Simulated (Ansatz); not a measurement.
An Ansatz (a first-principles code) input (Ansatz, PBEsol, PAW, cutoff 420 eV, without spin-orbit coupling):

Ansatz 0.2 input:
```yaml
crystal:
  lattice:
    - [4.2483761689, 0, 0]
    - [0, 4.2483761689, 0]
    - [0, 0, 4.2483761689]
  atoms:
    - { symbol: Nb, position: [0.5, 0.5, 0.5] }
    - { symbol: K, position: [0, 0, 0] }
    - { symbol: C, position: [0.5, 0.5, 0] }
    - { symbol: C, position: [0.5, 0, 0.5] }
    - { symbol: C, position: [0, 0.5, 0.5] }
basis: { ecutwfc: 420, ecutrho_ratio: 4, xc_grid: 2, fft_grid_basis: typed }
kpoints: { mp_grid: { grid: [11, 11, 11] } }
hamiltonian:
  xc: pbesol
  dispersion: none
  pseudopotentials: { kind: paw }
scf: { occupations: { method: fermi_dirac, width: 0.05 }, convergence: { dr2_threshold: 0.0000000005 } }
output: { forces: true, stress: true }
checkpoint: { write: state.ck, write_every: 1000 }
```

Which symmetry and how many k-points will the program report, and about how many plane waves at Γ?

Space group Pm-3m (ITA 221) with 48 operations, k-points 56 of 1331, and 1503 plane waves at Γ.

No phonon test of stability was made. The final runs are not spin-polarised. The cell was made from KNbO3 by this change: O → C; the result is a hypothetical phase, not in the database extracts checked. KNbC3 has a high density of states at the Fermi level and may be magnetic at this level.
